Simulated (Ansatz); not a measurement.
**Electron-phonon data for Au (Fm-3m)**

Input:

```xyz
1
Lattice="0.0000 2.0413 2.0413 2.0413 0.0000 2.0413 2.0413 2.0413 0.0000" Properties=species:S:1:pos:R:3 pbc="T T T"
Au     0.0000     0.0000     0.0000
```

All values below come from PBEsol, DFPT electron-phonon coupling, linearised Boltzmann equation (plane waves, PAW, scalar-relativistic; Ansatz, a first-principles code). Geometry: relaxed with this functional, without spin-orbit coupling.

```yaml
resistivity at 300 K: 2.4 μΩ·cm
resistivity at 77 K: 0.51 μΩ·cm
electron mean free path at 300 K (weighted by the current that each state carries): 36 nm
resistivity times mean free path for one path shared by all states (from the Fermi surface's area): 8.4 ×10⁻¹⁶ Ω·m²
electron-phonon coupling λ: 0.169
transport coupling λ_tr: 0.169
logarithmic_mean_phonon_energy: 9.1 meV
density of states at the Fermi level: 0.142 states/(eV·spin·cell)
drude_plasma_energy: 8.9 eV
Hall coefficient at 300 K: -7.1 ×10⁻¹¹ m³/C
Tc for μ* = 0.10 (anisotropic Eliashberg): below 1 K
Tc for μ* = 0.13 (anisotropic Eliashberg): below 1 K
```

A metal at this level (no band gap). Only scattering by harmonic phonons is included (no impurities, grain boundaries, electron-electron scattering or thermal expansion). Spin-orbit coupling is left out, which matters with elements this heavy. Halving the electron mesh (28x28x28) moves the resistivity by up to 1 % at 300 K, the mean free path by up to 1 %, the coupling by up to 2 %. Smearing 0.20 eV; phonons on a 6x6x6 q mesh, which this run doesn't test and which matters most at low temperature. Tc comes from the anisotropic Migdal-Eliashberg equations with μ*, a chosen number, referred to 10.8 meV.
